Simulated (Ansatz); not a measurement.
Take SrVO₃ in the cubic perovskite structure (space group Pm-3m, No. 221) as the base.

```
CELL_PARAMETERS angstrom
      3.80940     0.00000     0.00000
      0.00000     3.80940     0.00000
      0.00000     0.00000     3.80940
ATOMIC_POSITIONS crystal
  Sr 0.00000 0.00000 0.00000
  V  0.50000 0.50000 0.50000
  O  0.00000 0.50000 0.50000
  O  0.50000 0.50000 0.00000
  O  0.50000 0.00000 0.50000
```

Level of theory: PBEsol (Ansatz, an electronic-structure program; PAW; 420 eV plane waves; scalar-relativistic without spin-orbit coupling).

| level | lattice parameter a |
|---|---|
| PBEsol | 3.809 Å |

What does experiment give, and how far off is each level?

Measured: lattice parameter a 3.842 Å (temperature not stated; as listed in Samuel D. Marks et al., Physical Review Materials (2021)). Computed minus measured — lattice parameter a: PBEsol -0.8 %. Measured values not marked as corrected hold thermal and zero-point effects that the static-lattice runs lack.

Whether these cells are dynamically stable was not tested. Starting moments died away, wholly or in part, for Ti → V; another magnetic solution may exist. No Hubbard U is applied, and correlation can decide whether such a compound is a metal. All final runs are without spin polarisation. An odd electron count without spin: SrVO3. Many cubic perovskites are stable only at high temperature; tilts and polar distortions were not tested.
